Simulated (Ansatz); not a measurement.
Amorphous C₁₂Sb₁₂S₃₆, 60 atoms at 3.34 g/cm³, one PBE-relaxed geometry, zone centre. Methods: PBE-D3(BJ), scalar-relativistic without spin-orbit coupling (Ansatz, a program for electronic structure); r2SCAN, scalar-relativistic without spin-orbit coupling (Ansatz); HSE06-D3(BJ), scalar-relativistic without spin-orbit coupling (Ansatz). Plane waves to 420 eV (r2SCAN 500 eV); exact exchange is cut at the cell's faces. The higher rungs were started with moments on some atoms, which died out.

A CHGNet melt-quench gave the starting glass, which DFT then relaxed. The hot cell started wider than the set density and was brought back towards it in steps. It is the lowest in DFT energy of 3 quenches. It is a model cell: composition and starting density were chosen by hand, and all elements were melted together. The geometry includes D3(BJ) dispersion. Its density started from a set value of 3.09 and ended at 3.34 g/cm³. The quench (nominally 120 K/ps over its main leg) was far faster than any real one, so the model tends to hold more defects than a real film. A cell of this size samples the disorder only roughly. Volume and shape were free in the relaxation.

The relaxation ran on one k-point at (1/4, 1/4, 1/4). At PBE the gap is 0.52 eV on a 2×2×2 Γ-centred mesh, and the spacing at the zone centre alone 0.60 eV.

Question: What zone-centre spacing does r2SCAN give, roughly?

Answer: 0.69 eV (+0.09 eV against PBE).

Question: What zone-centre spacing does HSE06 give, roughly?

Answer: 1.09 eV (+0.49 eV against PBE).

The highest filled and the lowest empty state spread over these numbers of atoms (participation numbers): PBE: 22.3 and 19.8; r2SCAN: 20.7 and 18.8; HSE06: 17.6 and 18.0.
